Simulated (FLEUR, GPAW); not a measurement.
A GPAW input for a self-consistent single point of BaZrO₃ (Pm-3m, 5 atoms in the cell) (DFT PBE, plane waves, GPAW PAW datasets PBE (gpaw-data 1.0.1)):

```python
from ase import Atoms
from ase.units import GPa
from gpaw import GPAW, PW, FermiDirac

atoms = Atoms(['Ba', 'Zr', 'O', 'O', 'O'],
              cell=[[4.190000, 0.000000, 0.000000],
                    [0.000000, 4.190000, 0.000000],
                    [0.000000, 0.000000, 4.190000]],
              positions=[[0.000000, 0.000000, 0.000000],
                         [2.095000, 2.095000, 2.095000],
                         [2.095000, 0.000000, 2.095000],
                         [0.000000, 2.095000, 2.095000],
                         [2.095000, 2.095000, 0.000000]],
              pbc=True)

calc = GPAW(mode=PW(900),
            xc='PBE',
            kpts={'size': (8, 8, 8), 'gamma': True},
            occupations=FermiDirac(0.02),
            nbands=-8,
            convergence={'bands': -6},
            symmetry={'symmorphic': False, 'tolerance': 0.0005},
            maxiter=150,
            txt='-')

atoms.calc = calc

energy = atoms.get_potential_energy()
print('Energy (eV):', round(energy, 6))
forces = atoms.get_forces()
print('Forces (eV/Ang):')
print(forces.round(5))
stress = atoms.get_stress()
print('Stress (GPa, Voigt):', (stress / GPa).round(4))
```

Task: Write the same calculation as an input for FLEUR.

Result: This is the input that was run; spellings and numerical settings could be chosen otherwise.

Input of the input generator:

```
BaZrO3 crystal
&input film=f /
7.9179524622 0.0000000000 0.0000000000
0.0000000000 7.9179524622 0.0000000000
0.0000000000 0.0000000000 7.9179524622
1.0
1.0 1.0 1.0

5
56 0.0000000000 0.0000000000 0.0000000000
40 0.5000000000 0.5000000000 0.5000000000
8 0.5000000000 0.0000000000 0.5000000000
8 0.0000000000 0.5000000000 0.5000000000
8 0.5000000000 0.5000000000 0.0000000000

&comp jspins=1 /
&kpt div1=8 div2=8 div3=8 gamma=t /
&end /
```

```xml
<?xml version="1.0" encoding="UTF-8" standalone="no"?>
<fleurInput fleurInputVersion="0.39">
   <comment>
      BaZrO3 crystal                                                                                      
   </comment>
   <calculationSetup>
      <cutoffs Kmax="4.6" Gmax="18.4" GmaxXC="18.4" numbands="0"/>
      <scfLoop itmax="60" minDistance="0.00001" maxIterBroyd="15" imix="Anderson" alpha="0.05" precondParam="0.0" spinf="2.0"/>
      <coreElectrons ctail="T" frcor="F" kcrel="0" coretail_lmax="0"/>
      <xcFunctional name="pbe" relativisticCorrections="F"/>
      <magnetism jspins="1"/>
      <soc l_soc="F" theta="0.0" phi="0.0" spav="F"/>
      <expertModes spex="0" secvar="F"/>
      <geometryOptimization l_f="T" forcealpha="1.0" forcemix="BFGS" epsdisp="0.00001" epsforce="0.00001"/>
      <ldaU l_linMix="F" mixParam="0.05" spinf="1.0"/>
   </calculationSetup>
   <cell>
      <bzIntegration valenceElectrons="40.0" mode="hist" fermiSmearingEnergy="0.00073499">
         <kPointListSelection listName="default-1"/>
         <!-- k-points included here -->
         <xi:include xmlns:xi="http://www.w3.org/2001/XInclude" href="kpts.xml"> </xi:include>
      </bzIntegration>
      <!-- symmetry operations included here -->
      <xi:include xmlns:xi="http://www.w3.org/2001/XInclude" href="sym.xml"> </xi:include>
      <bulkLattice scale="1.0">
         <bravaisMatrix>
            <row-1>    7.9179524621999997     0.0000000000000000     0.0000000000000000</row-1>
            <row-2>    0.0000000000000000     7.9179524621999997     0.0000000000000000</row-2>
            <row-3>    0.0000000000000000     0.0000000000000000     7.9179524621999997</row-3>
         </bravaisMatrix>
      </bulkLattice>
   </cell>
   <atomSpecies>
      <species name="Barium (Ba)" element="Ba" atomicNumber="56">
         <mtSphere radius="2.63" gridPoints="925" logIncrement="0.014"/>
         <atomicCutoffs lmax="10" lnonsphr="8"/>
         <electronConfig flipSpins="F">
            <coreConfig>(1s1/2) (2s1/2) (2p1/2) (2p3/2) (3s1/2) (3p1/2) (3p3/2) (4s1/2) (3d3/2) (3d5/2) (4p1/2) (4p3/2) (4d3/2) (4d5/2)</coreConfig>
            <valenceConfig>(5s1/2) (5p1/2) (5p3/2) (6s1/2)</valenceConfig>
         </electronConfig>
         <energyParameters s="6" p="6" d="5" f="4"/>
         <lo type="SCLO" l="0" n="5" eDeriv="0"/>
         <lo type="SCLO" l="1" n="5" eDeriv="0"/>
      </species>
      <species name="Zirconium (Zr)" element="Zr" atomicNumber="40">
         <mtSphere radius="2.32" gridPoints="817" logIncrement="0.016"/>
         <atomicCutoffs lmax="10" lnonsphr="8"/>
         <electronConfig flipSpins="F">
            <coreConfig>(1s1/2) (2s1/2) (2p1/2) (2p3/2) (3s1/2) (3p1/2) (3p3/2) (3d3/2) (3d5/2)</coreConfig>
            <valenceConfig>(4s1/2) (4p1/2) (4p3/2) (5s1/2) (4d3/2) (4d5/2)</valenceConfig>
            <stateOccupation state="(4d3/2)" spinUp="0.4" spinDown="0.4"/>
            <stateOccupation state="(4d5/2)" spinUp="0.6" spinDown="0.6"/>
         </electronConfig>
         <energyParameters s="5" p="5" d="4" f="4"/>
         <lo type="SCLO" l="0" n="4" eDeriv="0"/>
         <lo type="SCLO" l="1" n="4" eDeriv="0"/>
      </species>
      <species name="Oxygen (O)" element="O" atomicNumber="8">
         <mtSphere radius="1.30" gridPoints="461" logIncrement="0.023"/>
         <atomicCutoffs lmax="6" lnonsphr="4"/>
         <electronConfig flipSpins="F">
            <coreConfig>(1s1/2)</coreConfig>
            <valenceConfig>(2s1/2) (2p1/2) (2p3/2)</valenceConfig>
            <stateOccupation state="(2p1/2)" spinUp="0.6666666666667" spinDown="0.6666666666667"/>
            <stateOccupation state="(2p3/2)" spinUp="1.3333333333333" spinDown="1.3333333333333"/>
         </electronConfig>
         <energyParameters s="2" p="2" d="3" f="4"/>
      </species>
   </atomSpecies>
   <atomGroups>
      <atomGroup species="Barium (Ba)">
         <relPos label="                   1">.0000000000 .0000000000 .0000000000</relPos>
         <force calculate="T" relaxXYZ="TTT"/>
      </atomGroup>
      <atomGroup species="Zirconium (Zr)">
         <relPos label="                   2">1.000/2.000 1.000/2.000 1.000/2.000</relPos>
         <force calculate="T" relaxXYZ="TTT"/>
      </atomGroup>
      <atomGroup species="Oxygen (O)">
         <relPos label="                   3">1.000/2.000 .0000000000 1.000/2.000</relPos>
         <relPos label="                   4">.0000000000 1.000/2.000 1.000/2.000</relPos>
         <relPos label="                   5">1.000/2.000 1.000/2.000 .0000000000</relPos>
         <force calculate="T" relaxXYZ="TTT"/>
      </atomGroup>
   </atomGroups>
   <output dos="F" band="F" slice="F">
      <checks vchk="F" cdinf="F"/>
      <bandDOS minEnergy="-.5*Htr" maxEnergy="0.5*Htr" sigma="0.015" storeEVData="T"/>
      <vacuumDOS vacdos="F" integ="F" star="F" nstars="0" locx1="0.0" locy1="0.0" locx2="0.0" locy2="0.0" nstm="0" tworkf="0.0"/>
      <unfoldingBand unfoldBand="F" supercellX="1" supercellY="1" supercellZ="1"/>
      <plotting iplot="0" polar="F">
         <plot TwoD="T" vec1="  1.0  0.0  0.0" vec2="  0.0  1.0  0.0" vec3="  0.0  0.0  1.0" zero="  0.0  0.0  0.0" file="plot"/>
      </plotting>
      <chargeDensitySlicing numkpt="0" minEigenval="0.0" maxEigenval="0.0" nnne="0" pallst="F"/>
      <specialOutput eonly="F"/>
      <magneticCircularDichroism mcd="F" energyLo="-10.0" energyUp="0.0"/>
   </output>
  <!-- We include the file relax.xml here to enable relaxations (see documentation) -->
  <xi:include xmlns:xi="http://www.w3.org/2001/XInclude" href="relax.xml"> <xi:fallback/> </xi:include>
</fleurInput>
```

Basis, cutoffs, solver keys and any potentials are the target program's own. This input uses DFT, PBE, all-electron FLAPW (FLEUR), scalar-relativistic valence. Both were run: gap on the mesh 3.205 eV in GPAW and 3.262 in FLEUR.

On FLEUR: the starting cell has typed, rounded lattice constants, without a prior relaxation at this level. Values depend on the basis (sphere radii, cutoffs, local orbitals), which need not be converged.

On GPAW: the starting cell has typed, rounded lattice constants, without a prior relaxation at this level.
